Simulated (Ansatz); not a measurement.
## Response to strain in ZrS2

Base system: ZrS2 in the CdI2 type structure (space group P-3m1, No. 164; a = 3.578 Å, c = 5.540 Å; layered, stacked along the Cartesian z axis). Axes: x lies along a and z along c of the hexagonal cell.

Strains are applied to the cell and any free atomic positions relax; under biaxial strain the out-of-plane vector relaxes too.

Method: PBEsol-D3(BJ), PAW, 420 eV (Ansatz, an electronic-structure program; no spin-orbit coupling).

Notes on the quantities. pressure: mean of the normal stresses, compression positive.

| case | pressure | out-of-plane strain |
|---|---|---|
| base | 0.0 GPa | – |
| biaxial strain −3.00 %, plane normal [001], relaxed out of plane | 3.7 GPa | – |
| biaxial strain −2.50 %, plane normal [001], relaxed out of plane | 3.07 GPa | +0.76 % |
| biaxial strain −2.00 %, plane normal [001], relaxed out of plane | 2.41 GPa | +0.63 % |
| biaxial strain −1.50 %, plane normal [001], relaxed out of plane | 1.78 GPa | +0.49 % |
| biaxial strain −1.00 %, plane normal [001], relaxed out of plane | 1.17 GPa | +0.33 % |
| biaxial strain +1.00 %, plane normal [001], relaxed out of plane | -1.08 GPa | -0.37 % |
| biaxial strain +1.50 %, plane normal [001], relaxed out of plane | -1.60 GPa | -0.56 % |
| biaxial strain +2.00 %, plane normal [001], relaxed out of plane | -2.09 GPa | -0.77 % |
| biaxial strain +3.00 %, plane normal [001], relaxed out of plane | -3.02 GPa | -1.20 % |

Whether these cells are dynamically stable was not tested. All final runs are without spin polarisation.
